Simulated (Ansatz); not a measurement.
Base system: CdTe in the zinc blende structure (space group F-43m, No. 216; a = 6.5576 Å).

The change: an isotropic linear strain of −1.14 %; the atoms relax in the strained cell.

Levels (all Ansatz, a first-principles code, PAW): r2SCAN (500 eV, no SOC); HSE06 (420 eV, scalar-relativistic without spin-orbit coupling).

The geometry is relaxed with r2SCAN.

```
Property           Value
---------------  -------
r2SCAN band gap  1.28 eV
```

**Question.** What does HSE06 give at this geometry for the band gap?

**Answer.** The band gap goes up by 0.355 eV, from 1.28 eV to 1.63 eV.

Single points use the geometry relaxed with r2SCAN. Spin-orbit coupling, missing from the scalar runs, can matter with Te. No phonon test of stability was made.
